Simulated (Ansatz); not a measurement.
A computed series for MgO: element substitutions

Take MgO in the rock salt structure (space group Fm-3m, No. 225; a = 4.254 Å) as the base.

Each row replaces one element on all its sites; cell and atoms are relaxed.

Method: Kohn–Sham DFT with the PBE functional, run in Ansatz (a quantum-chemistry and plane-wave program) with PAW and 420 eV plane waves, scalar-relativistic without spin-orbit coupling.

```json
[
 {"case": "base", "lattice parameter a": "425.4 pm", "band gap": "4.46 eV"},
 {"case": "O → F", "lattice parameter a": "491.7 pm", "band gap": "zero"},
 {"case": "Mg → Ca", "lattice parameter a": "483.1 pm", "band gap": "3.66 eV"},
 {"case": "Mg → Sr", "lattice parameter a": "519.5 pm", "band gap": "3.33 eV"}
]
```

Stability against distortions was not tested. As relaxed here, MgF is a hypothetical phase, not in the database extracts checked. The final runs are not spin-polarised. An odd electron count without spin: MgF.
